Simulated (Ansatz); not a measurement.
A constructed model of the (110) surface of bcc Mo (in the relaxation 1 Bi–Mo bonds broke), a cell of two sites (a+b, b-a) surface alloy, Bi on one Mo site of the top plane (bottom of the slab: a bare face, its two planes held)

All values below come from PBE (plane waves to 420 eV, PAW; Ansatz, a program for electronic structure).

Slab: 12 atoms, 11.2 Å thick at the start with caps and adatoms (thin: gaps and levels are the slab's own); k 12x9x1, smearing 0.1 eV, dipole-corrected; 4 atoms held, the rest relaxed; start symmetry kept, larger cells not searched; no spin, no spin-orbit, no U. It is one candidate, not shown to be the stable structure of the face.

```
Property                                             Result
-----------------------------  ----------------------------
work function of the top face                       3.80 eV
energy released by relaxation                       0.99 eV
cost                           very roughly 18 core-minutes
```
